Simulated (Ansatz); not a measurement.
Input and output of a self-consistent single point for PdAu3 (I4mm, 4 atoms in the cell) (Ansatz, an electronic-structure program).

Computed with LDA (PW92), default PAW files made with PBE (plane waves; Ansatz).

```
PdAu3
1.0
   -2.06286     2.06286     4.02266
    2.06286    -2.06286     4.02266
    2.06286     2.06286    -4.02266
Pd Au
1 3
Direct
  0.00622   0.00622   0.00000
  0.75000   0.25000   0.50000
  0.25000   0.75000   0.50000
  0.50000   0.50000   0.00000
```

Reference input (self-consistent single point, DFT, LDA (PW92), plane waves, default PAW files made with PBE): basis.ecutwfc = 420 eV; kpoints.mp_grid.grid = 8 8 8; hamiltonian.xc = lda; hamiltonian.pseudopotentials = {kind: paw} (the program's default PAW files); scf.occupations.method = fermi_dirac; scf.occupations.width = 0.1 eV. This run's input differs from it in these lines:

Ansatz 0.2 input:
```diff
@@ -11,3 +11,3 @@
 basis:
-  ecutwfc: 420.0
+  ecutwfc: 565.0
 kpoints:
```

The program printed (abridged):

```
SCF iter   1: F=—  HF=-45439.615732 eV  |F-HF|=—  |Δ(HF+E_count)|=         —  Δρ=1.15e-2  dr2=8.55e-2  ethr=1.77e-3  ⟨swp⟩=5.9  Hψ=9774  notcnv=0  defer=28
all-band conjugate gradients solve this SCF's bands
preconditioner: auto → Kerker (q_TF=auto, 2.770 Å⁻¹)
SCF iter   2: F=—  HF=-45439.602172 eV  |F-HF|=—  |Δ(HF+E_count)|=   1.36e-2  Δρ=5.08e-3  dr2=1.54e-2  ethr=1.14e-4  ⟨swp⟩=1.1  Hψ=3221  notcnv=0  defer=31
SCF iter   3: F=—  HF=-45439.598388 eV  |F-HF|=—  |Δ(HF+E_count)|=   3.78e-3  Δρ=7.68e-4  dr2=3.55e-4  ethr=2.05e-5  ⟨swp⟩=2.1  Hψ=3607  notcnv=0  defer=32
SCF iter   4: F=—  HF=-45439.598317 eV  |F-HF|=—  |Δ(HF+E_count)|=   7.10e-5  Δρ=1.57e-4  dr2=1.06e-5  ethr=4.73e-7  ⟨swp⟩=2.1  Hψ=3897  notcnv=0  defer=32
SCF iter   5: F=—  HF=-45439.598323 eV  |F-HF|=—  |Δ(HF+E_count)|=   5.51e-6  Δρ=3.24e-5  dr2=1.23e-6  ethr=1.42e-8  ⟨swp⟩=2.3  Hψ=3997  notcnv=0  defer=32
SCF iter   6: F=-45439.598323 eV  HF=-45439.598323 eV  |F-HF|=3.35e-8  |Δ(HF+E_count)|=   1.62e-7  Δρ=9.03e-6  dr2=5.62e-8  ethr=1.33e-10  ⟨swp⟩=7.7  Hψ=11676  notcnv=0
SCF 1 converged in 6 iterations: F = -45439.598323 eV  dr2 = 5.62e-8
Free energy (F): -45439.598323 eV
Internal energy: -45439.555788 eV  (E = F + TS)
E sigma→0 (E₀):  -45439.577055 eV
Entropy (-TS):   -0.042535 eV (-10.634 meV/atom)
Fermi energy:    18.822630 eV
--- Forces (eV/Å), atoms counted from 1 ---
  atom   1  Pd    -0.00000000     0.00000000    -0.25347496
  atom   2  Au    -0.00000000    -0.00000000     0.14618289
  atom   3  Au     0.00000000    -0.00000000     0.14618289
  atom   4  Au     0.00000000     0.00000000    -0.03890339
--- Stress (GPa, compression-positive) ---
      -12.028475      -0.000000       0.000000
       -0.000000     -12.028475       0.000000
        0.000000       0.000000     -12.375501
  P = ⅓ Tr σ = -12.1442 GPa (-121.442 kbar)
  The stress holds the Pulay correction. Without it, at fixed plane waves, as pw.x and ABINIT print it: P = -12.1527 GPa
```

The run converged in 6 iterations. Against the reference run the free energy falls by 1.0 meV/atom, the pressure stays at -12.14 GPa and the largest force hardly changes (0.254 to 0.253 eV/Å).

The starting cell comes from a database of computed structures (which also holds hypothetical and non-ambient phases and stackings), without a prior relaxation at this level. Its lattice was rescaled by up to half a per cent. One atom was moved a little off its site on purpose. Spin polarisation is off. Ansatz's pressure includes its estimate of the finite-basis (Pulay) stress.
